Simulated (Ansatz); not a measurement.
Consider CdS in the zinc blende structure (space group F-43m, No. 216; a = 5.8242 Å). Axes: x, y, z lie along the cube axes.

Level of theory: PBEsol in Ansatz (plane waves to 420 eV, PAW, no spin-orbit coupling).

Strains are applied to the cell and any free atomic positions relax.

One change was made to it. Results:

```
quantity              base        after
-------------  -----------  -----------
gap character  direct at Γ  direct at Γ
band gap           1.01 eV      0.98 eV
```

**Question.** Which change produced these results?
(A) uniaxial strain ε_zz = +2.50 %
(B) uniaxial strain ε_zz = +3.00 %
(C) uniaxial strain ε_zz = +1.00 %

**Answer.** C, uniaxial strain ε_zz = +1.00 %. For comparison, the band gap in the other runs: uniaxial strain ε_zz = +3.00 % gives 0.92 eV; uniaxial strain ε_zz = +2.50 % gives 0.94 eV.

Stability against distortions was not tested. Labels are those of the standard path for the cell's own space group.

Ansatz is a quantum-chemistry and plane-wave program.
